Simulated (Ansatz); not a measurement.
The parent structure is Sc in the hcp (Mg type) structure (space group P6_3/mmc, No. 194; relaxed with 0.1 eV smearing).

```
CELL_PARAMETERS angstrom
      3.27535     0.00000     0.00000
     -1.63768     2.83654     0.00000
      0.00000     0.00000     5.10512
ATOMIC_POSITIONS crystal
  Sc 0.66667 0.33333 0.25000
  Sc 0.33333 0.66667 0.75000
```

Cartesian axes are those of the cell as printed.

Method: Ansatz (a first-principles code) PBEsol, scalar-relativistic without spin-orbit coupling.

It is then changed as follows: compressive biaxial strain of 3.00 % in the plane normal to [001], as in epitaxy on a mismatched substrate; the out-of-plane cell vector and the atoms relax.

Q: Estimate the effect on the in-plane stress and ratio −ε⊥/ε∥.

A: The mean in-plane stress (compression positive) amounts to +4.0 GPa; the ratio −ε⊥/ε∥ is 0.64.

Stability against distortions was not tested. The final runs are not spin-polarised.
